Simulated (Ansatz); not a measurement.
Take TiB$_{2}$ (space group P6/mmm, No. 191; a = 3.032 Å, c = 3.224 Å; relaxed with 0.1 eV smearing) as the base.

Method: Ansatz (a program for electronic structure), PBE, PAW, cutoff 420 eV, without spin-orbit coupling.

For the base:

- Pressure: 0.0 GPa
- Band gap: zero

Now apply this change: every lattice vector is shortened by 1.50 %, atoms relaxed at fixed cell.

### Question
Estimate the effect on the energy relative to the base, pressure and band gap.

### Answer
The energy increases by 14 meV/atom; the pressure (mean of the normal stresses, compression positive) goes from zero to 12.6 GPa; the band gap is still zero.

The cells carry an imposed strain or load. Whether these cells are dynamically stable was not tested. All final runs are without spin polarisation.
